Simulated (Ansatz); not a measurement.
**Element substitutions in Zn**

Base system: Zn in the hcp (Mg type) structure (space group P6_3/mmc, No. 194).

```
CELL_PARAMETERS angstrom
      2.63583     0.00000     0.00000
     -1.31791     2.28270     0.00000
      0.00000     0.00000     4.65726
ATOMIC_POSITIONS crystal
  Zn 0.33333 0.66667 0.75000
  Zn 0.66667 0.33333 0.25000
```

Each row replaces one element on all its sites; cell and atoms are relaxed.

Method: PBEsol (Ansatz, a program for electronic structure), spin-orbit coupling left out.

For the base:

The volume per atom is 14.01 Å³.

Task: The aim is a volume per atom between 21.25 Å³ and 23.71 Å³. Which of these changes reaches it?
A. Zn → V
B. Zn → Ni
C. Zn → Mg

Result: C, Zn → Mg. It gives 22.53 Å³; Zn → Ni gives 10.41 Å³; Zn → V gives 13.32 Å³. Changes not listed may reach it too

Other magnetic orders, which the real material may have, were not ruled out. No phonon test of stability was made. For V in this form, whether it has been made was not checked. Starting moments died away, wholly or in part, for Zn → V; another magnetic solution may exist. Spin-polarised in the final run: Ni; the other runs are not. This is not the structure that Ni has at room temperature and ambient pressure. This is not the structure that V has at room temperature and ambient pressure.
